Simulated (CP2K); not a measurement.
# CP2K run on LuNi2Ge2 (I4/mmm, 5 atoms in the cell): self-consistent single point

Method of the run: LDA (Pade form), GPW, DZVP-MOLOPT-SR-GTH basis, GTH-PADE potentials (GTH_POTENTIALS) in CP2K.

Input:

```
&GLOBAL
  PROJECT bulk
  RUN_TYPE ENERGY_FORCE
  PRINT_LEVEL LOW
&END GLOBAL
&FORCE_EVAL
  METHOD Quickstep
  STRESS_TENSOR ANALYTICAL
  &DFT
    BASIS_SET_FILE_NAME BASIS_MOLOPT
    BASIS_SET_FILE_NAME BASIS_MOLOPT_UCL
    POTENTIAL_FILE_NAME GTH_POTENTIALS
    &QS
      METHOD GPW
      EPS_DEFAULT 1E-10
    &END QS
    &MGRID
      CUTOFF 600
      REL_CUTOFF 40
      NGRIDS 5
    &END MGRID
    &SCF
      SCF_GUESS ATOMIC
      EPS_SCF 1E-7
      MAX_SCF 100
      ADDED_MOS 12
      &DIAGONALIZATION
        ALGORITHM STANDARD
      &END DIAGONALIZATION
      &MIXING
        METHOD BROYDEN_MIXING
        ALPHA 0.3
        NBUFFER 8
      &END MIXING
      &SMEAR ON
        METHOD FERMI_DIRAC
        ELECTRONIC_TEMPERATURE [K] 1160.45
      &END SMEAR
    &END SCF
    &KPOINTS
      SCHEME MONKHORST-PACK 7 7 7
    &END KPOINTS
    &XC
      &XC_FUNCTIONAL PADE
      &END XC_FUNCTIONAL
    &END XC
    &PRINT
      &MO
        EIGENVALUES T
        OCCUPATION_NUMBERS T
        NDIGITS 8
        FILENAME mo
        &EACH
          QS_SCF 0
        &END EACH
        ADD_LAST NUMERIC
      &END MO
      &MULLIKEN OFF
      &END MULLIKEN
    &END PRINT
  &END DFT
  &SUBSYS
    &CELL
      ABC 5.67583600 5.67583545 5.67583630
      ALPHA_BETA_GAMMA 138.28127695 138.28127633 60.47248611
      PERIODIC XYZ
    &END CELL
    &COORD
      Lu       0.00000000     0.00000000     0.00000000
      Ni       1.39864325     2.46932625     1.42908050
      Ni       2.83791775    -0.00000025     1.42908050
      Ge       5.31341070     3.09697991     0.00000000
      Ge       3.15971230     1.84167309     0.00000000
    &END COORD
    &KIND Lu
      BASIS_SET DZVP-MOLOPT-SR-GTH
      POTENTIAL GTH-PADE-q25
    &END KIND
    &KIND Ni
      BASIS_SET DZVP-MOLOPT-SR-GTH
      POTENTIAL GTH-PADE-q18
    &END KIND
    &KIND Ge
      BASIS_SET DZVP-MOLOPT-SR-GTH
      POTENTIAL GTH-PADE-q4
    &END KIND
  &END SUBSYS
  &PRINT
    &FORCES ON
    &END FORCES
    &STRESS_TENSOR ON
    &END STRESS_TENSOR
  &END PRINT
&END FORCE_EVAL
```

Output, abridged:

```
 GLOBAL| Method name                                                        CP2K
 GLOBAL| Project name                                                       bulk
 GLOBAL| Run type                                                   ENERGY_FORCE

 TOTAL NUMBERS AND MAXIMUM NUMBERS

  Total number of            - Atomic kinds:                                   3
                             - Atoms:                                          5
                             - Shell sets:                                     5
                             - Shells:                                        36
                             - Primitive Cartesian functions:                 27
                             - Cartesian basis functions:                    146
                             - Spherical basis functions:                    120

  Maximum angular momentum of- Orbital basis functions:                        4
                             - Local part of the GTH pseudopotential:          2
                             - Non-local part of the GTH pseudopotential:      4

 SCF PARAMETERS         Density guess:                                    ATOMIC
                        max_scf:                                             100
                        max_diis:                                              4
                        eps_scf:                                        1.00E-07
                        eps_diis:                                       1.00E-01
                        eps_eigval:                                     1.00E-05
                        level_shift [a.u.]:                             0.000000
                        added MOs                                        12    0
                        Mixing method:                            BROYDEN_MIXING
                                                charge density mixing in g-space
                        Smear method:                                FERMI_DIRAC
                        Electronic temperature [K]:                       1160.5
                        Electronic temperature [a.u.]:                  3.67E-03
                        Accuracy threshold:                             1.00E-10
                        No outer SCF

 Extrapolation method: initial_guess

 Number of electrons:                                                         69
 Number of occupied orbitals:                                                 35
 Number of molecular orbitals:                                                47

 Number of orbital functions:                                                120
 Number of independent orbital functions:                                    120

 SCF WAVEFUNCTION OPTIMIZATION

  Step     Update method      Time    Convergence         Total energy    Change
     1 NoMix/Diag. 0.30E+00      -     2.39177210      -610.0503534241 -6.10E+02
     2 Broy./Diag. 0.30E+00      -     0.55261496      -601.6539236748  8.40E+00
     3 Broy./Diag. 0.30E+00      -     0.46099310      -624.3559302238 -2.27E+01
     4 Broy./Diag. 0.30E+00      -     0.06204827      -607.2205562676  1.71E+01
     5 Broy./Diag. 0.30E+00      -     0.02033582      -609.5150295510 -2.29E+00
     6 Broy./Diag. 0.30E+00      -     0.00257247      -609.0687826419  4.46E-01
     7 Broy./Diag. 0.30E+00      -     0.00286481      -608.9891367359  7.96E-02
   [... 4 lines left out ...]
    12 Broy./Diag. 0.30E+00      -     0.00001229      -609.0523116604 -2.48E-04
    13 Broy./Diag. 0.30E+00      -     0.00000413      -609.0526181797 -3.07E-04
    14 Broy./Diag. 0.30E+00      -     0.00000091      -609.0526136470  4.53E-06
    15 Broy./Diag. 0.30E+00      -     0.00000041      -609.0525987583  1.49E-05
    16 Broy./Diag. 0.30E+00      -     0.00000006      -609.0525942214  4.54E-06

  *** SCF run converged in    16 steps ***

  Electronic density on regular grids:        -68.9999995139        0.0000004861
  Core density on regular grids:               68.9999999955       -0.0000000045
  Total charge density on r-space grids:        0.0000004816
  Total charge density g-space grids:           0.0000004816

  Overlap energy of the core charge distribution:               0.00000000296671
  Self energy of the core charge distribution:               -893.74205728939398
  Core Hamiltonian energy:                                    249.27856386409610
  Hartree energy:                                              94.01832380549376
  Exchange-correlation energy:                                -58.60352305830657
  Electronic entropic energy:                                  -0.00390154598442
  Fermi energy:                                                 0.33229631138837

  Total energy:                                              -609.05259422137055
  Total energy (extrapolated to T->0):                       -609.05064344837831

 ENERGY| Total FORCE_EVAL ( QS ) energy [hartree]           -609.052594557567659

 FORCES| Atomic forces [hartree/bohr]
 FORCES|   Atom     x               y               z               |f|
 FORCES|      1  3.33132930E-11 -1.59004638E-10 -2.86617131E-10   3.29456568E-10
 FORCES|      2 -1.81542193E-07  3.00270886E-07 -1.37202500E-08   3.51152984E-07
 FORCES|      3  1.82120603E-07 -2.99541800E-07  1.26096319E-08   3.50787980E-07
 FORCES|      4  4.83180296E-03  2.81624862E-03  1.73067918E-08   5.59263589E-03
 FORCES|      5 -4.83180358E-03 -2.81624920E-03 -1.59084198E-08   5.59263671E-03
 FORCES| Sum    -1.52643696E-12 -4.03934611E-12  1.13671626E-12
 FORCES| Total atomic force                                       4.46524923E-12

 STRESS| Analytical stress tensor [bar]
 STRESS|                        x                   y                   z
 STRESS|      x       -1.17063053715E+05   5.44624489889E+03   7.35702971378E-02
 STRESS|      y        5.44624489889E+03  -1.23232481805E+05   1.00151027700E-01
 STRESS|      z        7.35702971378E-02   1.00151027700E-01  -1.26407269242E+05
 STRESS| 1/3 Trace                                            -1.22234268254E+05
```

The run converged in 16 iterations.

The starting cell comes from a database of computed structures (which also holds hypothetical and non-ambient phases and stackings), without a prior relaxation at this level. Its lattice was rescaled by a random factor within 2.5 % of one. Spin polarisation is off. Values carry the incompleteness of an atom-centred basis. With a pressure of about -12 GPa the cell is away from its equilibrium volume at this level.

Cost on one core of a shared machine: roughly 3 min.
